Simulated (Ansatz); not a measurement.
## BeSe, response to strain

Consider BeSe in the zinc blende structure (space group F-43m, No. 216; a = 5.178 Å).

Strains are applied to the cell and any free atomic positions relax.

Calculations: PBE/PAW in Ansatz (a program for electronic structure), spin-orbit coupling left out, earlier PAW set.

| isotropic strain (%) | pressure (GPa) |
|---|---|
| -1.99 | 5.1 |
| -0.91 | ? |
| 0 | 0.0 |
| 0.61 | -1.3 |
| 5.35 | -8.7 |

Fit P = P₀ − Bδ + Cδ² with δ = (1 + ε)³ − 1 to the rows shown and predict the withheld row.

Least squares on the printed values gives P₀ = 0.0 GPa, B = 77.4 GPa, C = 152 GPa (largest residual 0.0 GPa); this predicts 2.2 GPa, and the run gives 2.2 GPa, in agreement.

Stability against distortions was not tested.
